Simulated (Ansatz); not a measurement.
The reference is NaCl in the rock salt structure (space group Fm-3m, No. 225; a = 5.601 Å). Axes: x, y, z lie along the cube axes.

The values are results of PBEsol, PAW, 420 eV (Ansatz, a first-principles code; no spin-orbit coupling), not measurements.

Base values:

```
Quantity                               Result
-----------------------------  --------------
Shortest interatomic distance         2.801 Å
Electron mass                  0.39 mₑ (at Γ)
Band gap                              5.01 eV
```

The change: uniaxial strain ε_zz = −3.00 %, all other strain components held at zero; the atoms relax in the strained cell.

### Question
How does this affect the stress, shortest interatomic distance, energy relative to the base, electron mass and band gap?

### Answer
The stress (xx, yy, zz, yz, xz, xy; compression positive) comes out as (0.37, 0.37, 2.03, 0.00, 0.00, 0.00) GPa; the shortest interatomic distance falls by 0.084 Å, from 2.801 Å to 2.717 Å; the energy grows by 3.9 meV/atom; the electron mass goes from 0.39 mₑ (at Γ) to 0.38 mₑ (at Γ); the band gap goes up by 0.11 eV to 5.12 eV.

Masses are band curvatures over ±0.01 Å⁻¹ around the edge. Whether these cells are dynamically stable was not tested.
